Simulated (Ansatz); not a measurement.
Cost and result by functional for the surface energy of the (10-12) surface of hcp Be in its 1x1 cell, outermost plane spacing 0.44 Å in the ideal cut (one of several cuts of this face), in Ansatz (plane waves, PAW). Single points on the PBE structure, on one kind of machine; costs are rough ratios of the slab run's core time (references not counted) to the cheapest single point. r2SCAN's cost holds its higher cutoff (500 against 420 eV). Differences are taken against r2SCAN for comparison alone: no measured value is at hand, so the table doesn't rank accuracy.

Slab: 16 atoms, 9.7 Å thick at the start (thin: gaps and levels are the slab's own); k 16x7x1, smearing 0.1 eV, dipole-corrected; all atoms relaxed; start symmetry kept, larger cells not searched; no spin, no spin-orbit, no U. These notes are the PBE run's.

```csv
functional,relative cost,surface energy (J/m²),less r2SCAN (J/m²)
PBEsol,1,2.56,0.08
LDA,1,2.65,0.18
RPBE,1,2.25,-0.23
r2SCAN,2,2.48,0.00
PBE (the relaxed run's value),–,2.39,-0.09
```

The values span 0.41 J/m², while the single points' costs differ by a factor of roughly 2. Differences are of unrounded values.

Ansatz is an electronic-structure program.
